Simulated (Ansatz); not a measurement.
Candidates (primitive cells; geometry: cell and atoms relaxed with PBEsol):
A. BAs (F-43m), a = 3.371 Å, b = 3.371 Å, c = 3.371 Å, α = 60.00°, β = 60.00°, γ = 60.00°
B. BeSe (F-43m), a = 3.626 Å, b = 3.626 Å, c = 3.626 Å, α = 60.00°, β = 60.00°, γ = 60.00°
C. BN (F-43m), a = b = c = 2.550 Å, α = β = γ = 60.00°
D. InP (F-43m), a = b = c = 4.157 Å, α = β = γ = 60.00°
E. GaAs (F-43m), a = 4.0013 Å, b = 4.0013 Å, c = 4.0013 Å, α = 60.00°, β = 60.00°, γ = 60.00°

Rank these by band gap (lowest first), as Ansatz (a quantum-chemistry and plane-wave program) with PBEsol, rigid bands gives it.

E (0.42 eV), D (0.57 eV), A (1.08 eV), B (2.47 eV), C (4.30 eV)

Spin-orbit coupling is left out.
